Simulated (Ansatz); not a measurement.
**Pressure series in hypothetical Pm-3n AlN**

The reference is AlN (space group Pm-3n, No. 223; a = 5.372 Å; a hypothetical phase, not in the database extracts checked).

Cell and atoms are relaxed at each pressure.

The values are results of DFT with PBE, PAW potentials and a 420 eV plane-wave cutoff in Ansatz (a quantum-chemistry and plane-wave program), without spin-orbit coupling, not measurements.

```tsv
pressure (GPa)	volume per atom (Å³/atom)
-2	13.094
-1	13.007
0	12.922
0.3	12.899
0.7	12.866
3	12.685
5	?
7.5	12.364
10	12.202
```

**Question.** Fit the third-order Birch–Murnaghan form P(V) = (3B₀/2)[(V₀/V)^(7/3) − (V₀/V)^(5/3)]·[1 + (3/4)(B₀′ − 4)((V₀/V)^(2/3) − 1)] (squares taken in P) to the rows shown and predict the withheld row.

**Answer.** Least squares on the printed values gives V₀ = 12.923 Å³/atom, B₀ = 156 GPa, B₀′ = 3.9; this predicts 12.538 Å³/atom, and the run gives 12.538 Å³/atom, in agreement.

Load acts through the strain it causes; cell and atoms are relaxed under it. Whether these cells are dynamically stable was not tested. Competing high-pressure phases were not computed.
